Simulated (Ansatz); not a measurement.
The starting structures come from a database of crystals and need not be the phases stable at ambient conditions.

 Where the default PAW files enter, the runs use the earlier of Ansatz's two default sets.

Tunnelling through a barrier is set by its complex band structure: the current falls as exp(−2κd) with the smallest κ.

Input:

```
KMgF3
1.0
    3.97847     0.00000     0.00000
    0.00000     5.62641     0.00000
    0.00000     2.81320     2.81320
K Mg F
1 1 3
Direct
  0.50000   0.50000   0.00000
  0.00000   0.00000   0.00000
  0.00000   0.00000   0.50000
  0.00000   0.50000   0.50000
  0.50000   0.00000   0.00000
```

Space group of this cell: Pm-3m, cubic perovskite. The cell is taken as given.

Transport runs along the normal of the first two printed cell vectors, the (110) plane of the conventional cell.

No gap correction and no spin-orbit coupling; mid-gap values are interpolated between computed energies.

Task: Compute, with Ansatz (a first-principles code) with r2SCAN, the band gap and the smallest decay constant κ at mid-gap.

Result: Gap 8.32 eV on a 10×10×10 mesh; κ = 0.558 1/Å, at the zone centre.
